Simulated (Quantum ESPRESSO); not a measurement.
Input and output of a self-consistent single point for Hf3Pt (P1, 8 atoms in the cell) (Quantum ESPRESSO).

Computed with PBEsol, GBRV 1.5 ultrasoft (PBESOL) pseudopotentials (plane waves; Quantum ESPRESSO 7.5).

The change in words: atoms moved at random. Reference geometry:
```
CELL_PARAMETERS angstrom
      5.98855     0.00000     0.00000
     -2.99428     5.18624     0.00000
      0.00000     0.00000     5.13953
ATOMIC_POSITIONS crystal
  Hf 0.34345 0.17172 0.75000
  Hf 0.65655 0.82827 0.25000
  Hf 0.17172 0.34345 0.25000
  Hf 0.82827 0.65655 0.75000
  Hf 0.82827 0.17172 0.75000
  Hf 0.17172 0.82827 0.25000
  Pt 0.66667 0.33333 0.25000
  Pt 0.33333 0.66667 0.75000
```

Reference input (self-consistent single point, DFT, PBEsol, plane waves, GBRV 1.5 ultrasoft (PBESOL) pseudopotentials): ecutwfc = 40 Ry; ecutrho = 320 Ry; occupations = smearing; smearing = gaussian; degauss = 0.0073499 Ry; potentials = {Hf: hf_pbesol_v1.uspp.F.UPF, Pt: pt_pbesol_v1.4.uspp.F.UPF}; K_POINTS = automatic 4 4 4 0 0 0; conv_thr = 1e-10 Ry. This run's input differs from it in these lines:

```diff
@@ -9,3 +9,3 @@
  ibrav = 0
- celldm(1) = 11.316718912
+ celldm(1) = 11.316719384
  nat = 8
@@ -25,10 +25,10 @@
 ATOMIC_POSITIONS crystal
-Hf    0.343450000    0.171725000    0.750000000
-Hf    0.656550000    0.828275000    0.250000000
-Hf    0.171725000    0.343450000    0.250000000
-Hf    0.828275000    0.656550000    0.750000000
-Hf    0.828275000    0.171725000    0.750000000
-Hf    0.171725000    0.828275000    0.250000000
-Pt    0.666666667    0.333333333    0.250000000
-Pt    0.333333333    0.666666667    0.750000000
+Hf    0.331165000    0.176573000    0.752300000
+Hf    0.642717000    0.826265000    0.261199000
+Hf    0.174611000    0.344002000    0.245815000
+Hf    0.838448000    0.660074000    0.760638000
+Hf    0.823007000    0.166730000    0.758290000
+Hf    0.172234000    0.831895000    0.237880000
+Pt    0.673963000    0.328656000    0.241655000
+Pt    0.343855000    0.665805000    0.742224000
 K_POINTS automatic
@@ -37,4 +37,4 @@
    1.000000000     0.000000000     0.000000000
-  -0.500000000     0.866025404     0.000000000
-   0.000000000     0.000000000     0.858226151
+  -0.500000000     0.866025332     0.000000000
+   0.000000000     0.000000000     0.858226115
```

Log, with long lists cut:

```
     Self-consistent Calculation

     iteration #  1     ecut=    40.00 Ry     beta= 0.70

     negative rho (up, down):  9.314E-01 0.000E+00

     total energy              =   -1330.63735088 Ry
     estimated scf accuracy    <      71.17052671 Ry

     iteration #  2     ecut=    40.00 Ry     beta= 0.70

     negative rho (up, down):  6.925E-01 0.000E+00

     total energy              =   -1352.25713756 Ry
     estimated scf accuracy    <     182.76375839 Ry

     iteration #  3     ecut=    40.00 Ry     beta= 0.70

     negative rho (up, down):  8.771E-01 0.000E+00

     total energy              =   -1371.44492952 Ry
     estimated scf accuracy    <      10.49440192 Ry

   [... 17 blocks of this kind left out ...]

     iteration # 21     ecut=    40.00 Ry     beta= 0.70

     negative rho (up, down):  1.013E+00 0.000E+00

     total energy              =   -1372.52679699 Ry
     estimated scf accuracy    <          1.0E-10 Ry

     iteration # 22     ecut=    40.00 Ry     beta= 0.70

     negative rho (up, down):  1.013E+00 0.000E+00
     End of self-consistent calculation

     the Fermi energy is    16.3902 ev

!    total energy              =   -1372.52679699 Ry
     estimated scf accuracy    <          7.0E-11 Ry
     smearing contrib. (-TS)   =      -0.00303160 Ry
     internal energy E=F+TS    =   -1372.52376540 Ry

     convergence has been achieved in  22 iterations

     negative rho (up, down):  1.013E+00 0.000E+00

     Forces acting on atoms (cartesian axes, Ry/au):

     atom    1 type  1   force =     0.02543460    0.01108360   -0.01657271
     atom    2 type  1   force =     0.02893310    0.00624019   -0.00308818
     atom    3 type  1   force =    -0.00933758   -0.01071254    0.00971886
     atom    4 type  1   force =    -0.00266178   -0.01607253   -0.01692538
     atom    5 type  1   force =    -0.01929503    0.00253531   -0.00682577
   [... lines left out ...]
     Total force =     0.063434     Total SCF correction =     0.000029
   [... lines left out ...]

     negative rho (up, down):  1.013E+00 0.000E+00
          total   stress  (Ry/bohr**3)                   (kbar)     P=      -56.39
  -0.00039455   0.00001322   0.00006376          -58.04        1.95        9.38
   0.00001322  -0.00036536   0.00002108            1.95      -53.75        3.10
   0.00006376   0.00002108  -0.00039006            9.38        3.10      -57.38

   JOB DONE.
```

The run converged in 22 iterations. Against the reference run the free energy goes up by 14.5 meV/atom, the pressure goes from -6.11 to -5.64 GPa and the largest force goes from 0.010 to 0.831 eV/Å. The full log also holds: “c_bands:  1 eigenvalues not converged”.

The starting cell comes from a database of computed structures (which also holds hypothetical and non-ambient phases and stackings), without a prior relaxation at this level. For this run, on top of that: atoms moved at random. Spin-orbit coupling is off. Spin polarisation is off. With a pressure of about -6 GPa the cell is away from its equilibrium volume at this level.

Cost on one core of a shared machine: roughly 9 min.
